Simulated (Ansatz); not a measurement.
System: ScRu₃ (model structure, started from the Cu3Au type, Pm-3m, No. 221, 4 atoms in the cell). Method: LDA (Ansatz, an electronic-structure program, PAW).

Run with plane-wave cutoff 520 eV, 14×14×14 k mesh, Fermi–Dirac smearing 0.05 eV, no spin polarisation, scalar-relativistic PAW data made under PBE.

Cell (relaxed at this level):

```xyz
4
Lattice="3.8456 0.0000 0.0000 0.0000 3.8456 0.0000 0.0000 0.0000 3.8456" Properties=species:S:1:pos:R:3 pbc="T T T"
Ru     0.0000     1.9228     1.9228
Ru     1.9228     1.9228     0.0000
Ru     1.9228     0.0000     1.9228
Sc     0.0000     0.0000     0.0000
```

### Question
Give the computed bulk modulus B0.

### Answer

bulk modulus B0: 242 GPa

Note: the run has no spin polarisation, so it can have missed a magnetic state; the bulk modulus is −V dP/dV from two relaxed cells at ±2 % in volume; the relaxation could raise the start's symmetry but not lower it, so the cell can be a saddle point.

A model structure was made by putting elements into a prototype or built by hand; it is no filed structure, need not be a known phase, and can be a saddle point held by its symmetry.
